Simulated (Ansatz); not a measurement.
**RuAl (model structure, started from the CuPt type, R-3m, No. 166, 2 atoms in the cell)**

Method: r²SCAN (PAW; Ansatz, a program for electronic structure).

Run with plane-wave cutoff 500 eV, 24×24×24 k mesh, Fermi–Dirac smearing 0.1 eV, no spin polarisation, scalar-relativistic PAW data made under PBE.

Cell (relaxed at this level):

Space group R-3m, hexagonal axes (No. 166); a = b = 2.850 Å, c = 11.834 Å, α = β = 90.00°, γ = 120.00°

```json
[
 {"atom": "Al", "site": "3a", "symmetry": "-3m", "x": "0.0000", "y": "0.0000", "z": "0.0000"},
 {"atom": "Ru", "site": "3b", "symmetry": "-3m", "x": "0.0000", "y": "0.0000", "z": "0.5000"}
]
```
(The calculation used a cell of 2 atoms; values per cell refer to that cell.)

```
Property          Value
--------  -------------
band gap  zero (no gap)
```

Note: the relaxation could raise the start's symmetry but not lower it, so the cell can be a saddle point.

Spin–orbit coupling is not included.

Cost on a shared machine: about 7 core-minutes (a rough figure).

A model structure was made by putting elements into a prototype or built by hand; it is no filed structure, need not be a known phase, and can be a saddle point held by its symmetry.
